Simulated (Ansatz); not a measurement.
**HfB2, response to strain**

Consider HfB2 (space group P6/mmm, No. 191; a = 3.146 Å, c = 3.486 Å; relaxed with 0.1 eV smearing).

Strains are applied to the cell and any free atomic positions relax.

Level of theory: Ansatz (a quantum-chemistry and plane-wave program) PBE, spin-orbit coupling left out.

Notes on the quantities. energy relative to the base: free energy F.

| change | energy relative to the base | shortest interatomic distance |
|---|---|---|
| base | 0 meV/atom | 1.816 Å |
| isotropic strain −2.50 % | +47 meV/atom | 1.771 Å |
| isotropic strain −2.00 % | +30 meV/atom | 1.780 Å |
| isotropic strain −1.50 % | +16 meV/atom | 1.789 Å |
| isotropic strain −1.00 % | +7.2 meV/atom | 1.798 Å |
| isotropic strain −0.50 % | +1.8 meV/atom | 1.807 Å |
| isotropic strain +0.50 % | +1.7 meV/atom | 1.825 Å |
| isotropic strain +1.50 % | +15 meV/atom | 1.843 Å |
| isotropic strain +2.00 % | +26 meV/atom | 1.852 Å |
| isotropic strain +2.50 % | +41 meV/atom | 1.862 Å |

Whether these cells are dynamically stable was not tested. The final runs are not spin-polarised.
